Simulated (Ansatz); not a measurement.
Consider CdTe in the zinc blende structure (space group F-43m, No. 216).

```xyz
2
Lattice="0.0000 3.2789 3.2789 3.2789 0.0000 3.2789 3.2789 3.2789 0.0000" Properties=species:S:1:pos:R:3 pbc="T T T"
Cd     0.0000     0.0000     0.0000
Te     1.6394     1.6394     1.6394
```

Cartesian axes are those of the cell as printed.

The values are results of r2SCAN (Ansatz, an electronic-structure program), no SOC, not measurements.

Base values:

The valence-band top at Γ comes out as 0.00, 0.00, 0.00 eV and the band gap comes out as 1.17 eV.

The change: biaxial strain −2.00 %, plane normal [001], relaxed out of plane (Cartesian); in-plane vectors clamped, the third vector and the atoms free.

Problem. Estimate the effect on the energy relative to the base, valence-band top at Γ, band gap and ratio −ε⊥/ε∥.

Solution. The energy grows by 3.6 meV/atom; the valence-band top at Γ (three highest levels, from the VBM) goes from 0.00, 0.00, 0.00 eV to 0.00, 0.00, -0.17 eV; the band gap shrinks by 0.02 eV to 1.15 eV; the ratio −ε⊥/ε∥ amounts to 1.31.

With Te present, leaving out spin-orbit coupling can change the band edges. Stability against distortions was not tested.
